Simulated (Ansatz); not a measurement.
Given:

```xyz
2
Lattice="0.0000 2.6730 2.6730 2.6730 0.0000 2.6730 2.6730 2.6730 0.0000" Properties=species:S:1:pos:R:3 pbc="T T T"
Zn     0.0000     0.0000     0.0000
S      1.3365     1.3365     1.3365
```

Level of theory: r2SCAN with spin-orbit coupling, rigid bands (plane waves, PAW; Ansatz, an electronic-structure program). Condition of this run: hydrostatic pressure 2 GPa (the target of the relaxation). Cell: cell and atoms relaxed with r2SCAN, then loaded as said.

### Question
What conductivity effective mass do dilute holes have at 300 K?

### Answer
0.84 mₑ.

### Question
Predict the electron conductivity mass (n e² τ/σ) at 300 K, by direction if it differs.

### Answer
0.21 mₑ.

### Question
And the band gap?

### Answer
2.80 eV at this level; semilocal functionals usually fall short of the measured gap.

Rigid bands, one relaxation time for all states, no polarons.
